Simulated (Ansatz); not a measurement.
CdTe: energy against volume

CdTe (zinc blende, F-43m, 35.252 Å³/atom and stress up to 0.01 GPa in the relaxed cell, cube axes along x, y and z) under an equal strain ε along all three axes. r2SCAN in Ansatz, a plane-wave DFT program (PAW, default set), 500 eV, 9×9×9 Γ-centred mesh, Fermi-Dirac smearing 0.05 eV; ions are relaxed, or left where forces stay under 0.02 eV/Å, within the symmetry of each cell.

Here V stands for volume and E for E less E0.

| volume (Å³/atom) | E less E0 (meV/atom) | pressure (GPa) |
|---|---|---|
| 33.1787 | 17.14 | 2.81 |
| 33.6891 | 9.46 | 2.03 |
| 34.2048 | 4.12 | 1.30 |
| 34.7257 | 1.01 | 0.62 |
| 35.2518 | 0.00 | 0.00 |
| 35.7832 | 1.00 | -0.59 |
| 36.3200 | 3.88 | -1.13 |
| 36.8621 | 8.54 | -1.63 |
| 37.4095 | 14.90 | -2.09 |
| 38.5206 | ? | ? |

Fit E of the 9 rows that show it with the third-order Birch-Murnaghan form, a cubic in V^(-2/3). With u = V^(-2/3) - 0.0931, the rows have u = 0.0037487, 0.0027680, 0.0018020, 0.0008506, -0.0000865, -0.0010097, -0.0019193, -0.0028155, -0.0036984. Least squares gives E = 0.013 + 186.9·u + 1153821·u² + 4050657·u³. Residuals (row less fit): -0.001, 0.003, 0.000, 0.001, -0.005, 0.004, 0.004, -0.003, 0.001; standard error 0.004 (degrees of freedom: 5). Its minimum lies at u = -0.0000810, so V0 = (0.0930190)^(-3/2) = 35.25. There d²E/du² = 2306000 and d³E/du³ = 2.430e7, so B0 = (4/9) × 35.25^(-7/3) × 2306000 × 0.160218 = 40.3 GPa (the last factor turns the table's units into GPa), and B0' = 4 + (2/3) × 0.0930190 × (2.430e7)/2306000 = 4.7. B0' rests on the cubic coefficient alone and has a standard error of 0.1 from these residuals.

**Question.** Predict the withheld E at V = 38.5206 from the fit, and compare with the calculation.

**Answer.** u = -0.0054259, so E = 0.013 + 186.9 × (-0.0054259) + 1153821 × (-0.0054259)² + 4050657 × (-0.0054259)³ = 32.321 meV/atom. The calculation gives 32.31 meV/atom, 0.011 meV/atom below the prediction (0.0 % of the range of E in the table). The row lies outside the fitted rows, so this is an extrapolation. The scatter of the fitted rows lies at the last printed digit.

Spin-orbit coupling is left out, which can shift these values for the heavy elements here. Other structures, which can take over under pressure, weren't tried. The same form fitted to the pressure column gives B0' = 4.6; series where the two differ by over 0.4 aren't shown. Rows are the converged runs of the series near zero and its far end, less any whose ions stayed unrelaxed beside relaxed ones; series whose fitted rows scatter by over a few per cent of the range, as at a crossing or softening among them, aren't shown in this form.
